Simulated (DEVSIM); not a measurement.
Structure: Schottky contact on p-type GaSb, at 300 K.

```csv
layer (left to right),material,thickness (μm),Na (cm⁻³),τn (s),τp (s)
1,GaSb,7.90,1e15,2.1e-8,2.1e-8
2,GaSb,2.70,8.1e17,2.1e-8,2.1e-8
```

Left contact: Schottky, work function 4.456 eV, emission velocity 2.4e6 cm/s. Right contact: ohmic. Voltage is applied to the left contact. Recombination: SRH at mid-gap, radiative. Mobility is constant in doping.

This is a model device: material constants are rounded textbook-type values typed into the input, and sizes, dopings and lifetimes were drawn at random. Values at 300 K.

```csv
parameter,GaSb
gap (eV),0.726
affinity (eV),4.06
permittivity,15.7
Nc (cm⁻³),2.1e17
Nv (cm⁻³),1.8e19
μn (cm²/Vs),5000
μp (cm²/Vs),850
B (cm³/s),1e-10
```

Model (solved in DEVSIM): 1D drift-diffusion, Boltzmann statistics, complete ionisation; no tunnelling, impact ionisation, image-force lowering or self-heating. Metal contacts follow the ideal Schottky-Mott rule: no Fermi-level pinning, no interface dipoles.

Question: Tabulate band edges, carrier densities and field at zero bias.

Answer: Energies count from the Fermi level of the right contact; mesh points crowd at the junctions.

| x (μm) | Ec (eV) | Ev (eV) | n (cm⁻³) | p (cm⁻³) | field (V/cm) |
|---|---|---|---|---|---|
| 0.000 | 0.396 | -0.330 | 4.7e10 | 5.1e13 | 3500 |
| 0.03021 | 0.406 | -0.320 | 3.2e10 | 7.6e13 | 3100 |
| 0.09337 | 0.424 | -0.302 | 1.6e10 | 1.5e14 | 2500 |
| 0.2404 | 0.451 | -0.275 | 5.6e9 | 4.3e14 | 1300 |
| 0.7669 | 0.472 | -0.254 | 2.5e9 | 9.7e14 | 50 |
| 1.686 | 0.473 | -0.253 | 2.4e9 | 1.0e15 | ≈ 0 |
| 3.825 | 0.473 | -0.253 | 2.4e9 | 1.0e15 | ≈ 0 |
| 6.483 | 0.473 | -0.253 | 2.4e9 | 1.0e15 | ≈ 0 |
| 7.284 | 0.474 | -0.252 | 2.3e9 | 1.0e15 | 68 |
| 7.640 | 0.484 | -0.242 | 1.5e9 | 1.6e15 | 830 |
| 7.798 | 0.512 | -0.214 | 5.2e8 | 4.7e15 | 3600 |
| 7.880 | 0.572 | -0.154 | 5.2e7 | 4.6e16 | 16000 |
| 7.905 | 0.636 | -0.090 | 4300000 | 5.6e17 | 17000 |
| 7.939 | 0.646 | -0.080 | 3000000 | 8.1e17 | 31 |
| 8.064 | 0.646 | -0.080 | 3000000 | 8.1e17 | ≈ 0 |
| 8.280 | 0.646 | -0.080 | 3000000 | 8.1e17 | ≈ 0 |
| 8.777 | 0.646 | -0.080 | 3000000 | 8.1e17 | ≈ 0 |
| 9.666 | 0.646 | -0.080 | 3000000 | 8.1e17 | ≈ 0 |
| 10.29 | 0.646 | -0.080 | 3000000 | 8.1e17 | ≈ 0 |
| 10.47 | 0.646 | -0.080 | 3000000 | 8.1e17 | ≈ 0 |
| 10.56 | 0.646 | -0.080 | 3000000 | 8.1e17 | ≈ 0 |
| 10.60 | 0.646 | -0.080 | 3000000 | 8.1e17 | ≈ 0 |
